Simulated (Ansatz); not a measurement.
A self-consistent single point of Ca3AsP (Pm-3m, 5 atoms in the cell) with Ansatz (a program for electronic structure).

Level of theory: LDA (PW92), PAW files made with PBE (plane waves; Ansatz).

```yaml
crystal:
  lattice:
    - [5.42485, 0.00000, 0.00000]
    - [0.00000, 5.42485, 0.00000]
    - [0.00000, 0.00000, 5.42485]
  atoms:
    - { symbol: Ca, position: [0.00000, 0.50000, 0.50000] }
    - { symbol: Ca, position: [0.50000, 0.00000, 0.50000] }
    - { symbol: Ca, position: [0.50000, 0.50000, 0.00000] }
    - { symbol: P, position: [0.00000, 0.00000, 0.00000] }
    - { symbol: As, position: [0.50000, 0.50000, 0.50000] }
```

Reference input (self-consistent single point, DFT, PBEsol, plane waves, PAW files made with PBE): kpoints.mp_grid.grid = 4 4 4; hamiltonian.xc = pbesol; hamiltonian.pseudopotentials = {kind: paw} (the program's default PAW files); scf.occupations.method = gaussian; scf.occupations.width = 0.05 eV. This run's input differs from it in these lines:

Ansatz 0.2 input:
```diff
@@ -15,3 +15,3 @@
 hamiltonian:
-  xc: pbesol
+  xc: lda
   pseudopotentials:
```

Output (repeated stretches shortened):

```
SCF iter   1: F=—  HF=-10821.822109 eV  |F-HF|=—  |Δ(HF+E_count)|=         —  Δρ=3.74e-2  dr2=3.25e0  ethr=3.10e-3  ⟨swp⟩=12.2  Hψ=1771  notcnv=0
all-band conjugate gradients solve this SCF's bands
preconditioner: auto → Resta (q_TF=auto, 2.248 Å⁻¹)
SCF iter   2: F=—  HF=-10820.936057 eV  |F-HF|=—  |Δ(HF+E_count)|=   8.86e-1  Δρ=1.76e-2  dr2=6.28e-1  ethr=3.10e-3  ⟨swp⟩=4.4  Hψ=740  notcnv=0  defer=8
   [... lines left out ...]
SCF iter   6: F=—  HF=-10820.717018 eV  |F-HF|=—  |Δ(HF+E_count)|=   1.26e-4  Δρ=1.35e-4  dr2=6.21e-5  ethr=1.39e-6  ⟨swp⟩=2.0  Hψ=512  notcnv=0  defer=8
SCF iter   7: F=—  HF=-10820.716949 eV  |F-HF|=—  |Δ(HF+E_count)|=   6.91e-5  Δρ=8.68e-5  dr2=1.82e-5  ethr=1.24e-7  ⟨swp⟩=2.0  Hψ=512  notcnv=0  defer=8
SCF iter   8: F=—  HF=-10820.716951 eV  |F-HF|=—  |Δ(HF+E_count)|=   1.53e-6  Δρ=2.20e-5  dr2=1.32e-6  ethr=3.65e-8  ⟨swp⟩=2.0  Hψ=372  notcnv=0  defer=8
SCF iter   9: F=-10820.716950 eV  HF=-10820.716950 eV  |F-HF|=4.90e-9  |Δ(HF+E_count)|=   8.08e-8  Δρ=2.59e-6  dr2=1.16e-8  ethr=2.00e-10  ⟨swp⟩=13.0  Hψ=1896  notcnv=0
SCF 1 converged in 9 iterations: F = -10820.716950 eV  dr2 = 1.16e-8
Free energy (F): -10820.716950 eV
Internal energy: -10820.715592 eV  (E = F + TS)
E sigma→0 (E₀):  -10820.716271 eV
Entropy (-TS):   -0.001359 eV (-0.272 meV/atom)
Fermi energy:    5.269049 eV
--- Forces (eV/Å), atoms counted from 1 ---
  atom   1  Ca     0.00000000    -0.00000000     0.00000000
   [... zero for the other atoms too ...]
--- Stress (GPa, compression-positive) ---
       -2.832192       0.000000       0.000000
        0.000000      -2.832192       0.000000
        0.000000       0.000000      -2.832192
  P = ⅓ Tr σ = -2.8322 GPa (-28.322 kbar)
  The stress holds the Pulay correction. Without it, at fixed plane waves, as pw.x and ABINIT print it: P = -2.8410 GPa
```

The run converged in 9 iterations. Against the reference run the pressure goes from -1.50 to -2.83 GPa.

The starting cell comes from a database of computed structures (which also holds hypothetical and non-ambient phases and stackings), without a prior relaxation at this level. Ansatz's pressure includes its estimate of the finite-basis (Pulay) stress. The run gives no clean gap (levels at the Fermi energy touch, overlap or are partly filled at this smearing), which alone does not show that the compound is a metal.
